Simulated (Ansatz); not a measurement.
Cost against accuracy: kpoints.mp_grid.grid for AlN (P6_3mc, 12 atoms in the cell)

Cell: a = 3.0925 Å, b = 3.0925 Å, c = 15.1746 Å, α = 90.00°, β = 90.00°, γ = 120.00°.

Method: PBE, PAW files (plane waves; Ansatz, a quantum-chemistry and plane-wave program).

Base settings: kpoints.mp_grid.grid = 12 12 3; hamiltonian.xc = pbe; hamiltonian.pseudopotentials = {kind: paw} (the program's default PAW files); scf.occupations.method = cold; scf.occupations.width = 0.0037 Ry.

Misses are taken against the tightest run, 30 30 6, which need not be fully converged itself. The energy is the free energy per atom.

The count of work is k-points × plane waves × bands × iterations; it is no time, and leaves out set-up, grids and terms that scale otherwise. Core times come from one kind of shared machine and are given to one figure; runs under 30 s give none.

The starting cell was generated: these elements placed on a structure prototype, without a prior relaxation; it need not be a known phase or ordering of this composition. Its lattice was rescaled by a random factor within 2.5 % of one. In the base run, with a pressure of about 4 GPa the cell is away from its equilibrium volume at this level. Ansatz's pressure includes its estimate of the finite-basis (Pulay) stress.

The runs (kpoints.mp_grid.grid): 1 1 1 | 2 2 1 | 3 3 1 | 4 4 1 | 5 5 1 | 6 6 1 | 7 7 2 | 8 8 2 | 10 10 2 | 12 12 2 | 12 12 3 | 14 14 3 | 16 16 3 | 19 19 4 | 24 24 5 | 30 30 6.

Question: Which is the coarsest setting among those run that, with all tighter ones, holds the energy within 5 meV/atom of the reference, and what does it save?

Answer: 5 5 1, off by 2.0 meV/atom; it needs 0.016 of the reference's count of work.

Question: Which is the coarsest setting among those run that, with all tighter ones, holds the energy within 1 meV/atom of the reference, and what does it save?

Answer: 6 6 1, off by 0.61 meV/atom; it needs 0.022 of the reference's count of work.

Question: What does the step from 2 2 1 to 5 5 1 buy?

Answer: It takes the miss in the energy from 340 to 2.0 meV/atom, for 2.5 times the count of work.

```
kpoints.mp_grid.grid  energy less reference (meV/atom)  pressure less reference (GPa)  largest difference in the force on any atom (eV/Å)  count of work / reference  core time / reference (rough)
--------------------  --------------------------------  -----------------------------  --------------------------------------------------  -------------------------  -----------------------------
1 1 1                                          2720.73                          13.23                                               2.407                     0.0031                              –
2 2 1                                           337.47                           1.97                                               0.395                     0.0063                              –
3 3 1                                            49.72                           0.18                                               0.080                     0.0094                              –
4 4 1                                             8.91                           0.00                                               0.019                      0.011                              –
5 5 1                                             2.00                          -0.01                                               0.004                      0.016                              –
6 6 1                                             0.61                          -0.01                                               0.001                      0.022                              –
7 7 2                                             0.10                           0.00                                               0.000                      0.050                              –
8 8 2                                             0.03                           0.00                                               0.000                      0.055                              –
10 10 2                                           0.00                           0.00                                               0.000                      0.077                              –
12 12 2                                           0.01                           0.00                                               0.000                       0.10                              –
12 12 3                                           0.00                           0.00                                               0.000                       0.10                              –
14 14 3                                           0.00                           0.00                                               0.000                       0.13                              –
16 16 3                                           0.00                           0.00                                               0.000                       0.16                              –
19 19 4                                           0.00                           0.00                                               0.000                       0.33                            0.3
24 24 5                                           0.00                           0.00                                               0.000                       0.50                            0.5
30 30 6                                           0.00                           0.00                                               0.000                        1.0                              1
```

Keys are those of Ansatz 0.2.
